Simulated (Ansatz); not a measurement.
Base system: GaN in the wurtzite structure (space group P6_3mc, No. 186).

```
GaN
1.0
    3.15179     0.00000     0.00000
   -1.57589     2.72953     0.00000
    0.00000     0.00000     5.13834
Ga N
2 2
Direct
  0.33333   0.66667   0.00030
  0.66667   0.33333   0.50030
  0.33333   0.66667   0.37670
  0.66667   0.33333   0.87670
```

Cartesian axes are those of the cell as printed.

All numbers come from LDA/PAW in Ansatz (a first-principles code), no spin-orbit coupling.

Strains are applied to the cell and any free atomic positions relax.

One change was made to it. Results:

```csv
quantity,base,after
"pressure (mean of the normal stresses, compression positive)",0.00 GPa,3.80 GPa
"valence-band top at Γ (three highest levels, from the VBM)","0.00, 0.00, -0.05 eV","0.00, -0.12, -0.17 eV"
electron mass,"0.18 mₑ along c, 0.20 mₑ across (at Γ)","0.18 mₑ along z, 0.21 mₑ across (at Γ)"
energy relative to the base (free energy F),0 meV/atom,+4.2 meV/atom
```

Problem. Which of these changes matches the shifts?
A. uniaxial strain ε_xx = −1.80 %
B. uniaxial strain ε_xx = −0.60 %
C. uniaxial strain ε_xx = −1.20 %
D. uniaxial strain ε_xx = −3.00 %

Solution. A, uniaxial strain ε_xx = −1.80 %. For comparison, the valence-band top at Γ in the other runs: uniaxial strain ε_xx = −1.20 % gives 0.00, -0.07, -0.13 eV; uniaxial strain ε_xx = −3.00 % gives 0.00, -0.20, -0.26 eV; uniaxial strain ε_xx = −0.60 % gives 0.00, -0.04, -0.09 eV.

The levels and masses belong to the bands next to the band gap. Effective masses come from finite differences of ±0.01 Å⁻¹. No phonon test of stability was made.
